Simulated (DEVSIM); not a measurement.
Structure: Schottky contact on n-type Si, at 300 K.

Layer 1 from the left is Si, thickness (μm) 0.500, Nd (cm⁻³) 9.1e15, τn (s) 5e-6, τp (s) 5e-6.

Left contact: Schottky, work function 4.84 eV, emission velocity 5.2e6 cm/s. Right contact: ohmic. Voltage is applied to the left contact. Recombination: SRH at mid-gap, Auger. Gap narrowing is on: ΔEg = 6.92 meV × (l + √(l² + 0.5)), l = ln(N/1.3e17 cm⁻³), shared equally by both band edges. Mobility is μmin + (μ − μmin)/(1 + (N/Nref)^α).

Constants are typed, rounded textbook-type inputs, not results; the design itself was drawn at random and stands for no fabricated device. Values at 300 K.

Si: gap (eV) 1.124, affinity (eV) 4.05, permittivity 11.7, Nc (cm⁻³) 2.86e19, Nv (cm⁻³) 3.1e19, μn (cm²/Vs) 1417, μp (cm²/Vs) 470, μn,min 52, μp,min 45, Nref,n 9.7e16, Nref,p 2.2e17, αn 0.68, αp 0.72, Cn (cm⁶/s) 2.8e-31, Cp (cm⁶/s) 9.9e-32.

Simulated with DEVSIM: 1D drift-diffusion, Boltzmann statistics, complete ionisation; no tunnelling, impact ionisation, image-force lowering or self-heating. Metal contacts follow the ideal Schottky-Mott rule: no Fermi-level pinning, no interface dipoles.

Question: What does the simulation give for the potential step across the device at zero bias, the largest field in the device at zero bias, the dark forward voltage at 1 A/cm², the dark forward voltage at 100 A/cm²?

Answer: potential step across the device at zero bias 0.581 V; largest field in the device at zero bias 39000 V/cm; dark forward voltage at 1 A/cm² 0.355 V; dark forward voltage at 100 A/cm² 0.481 V.
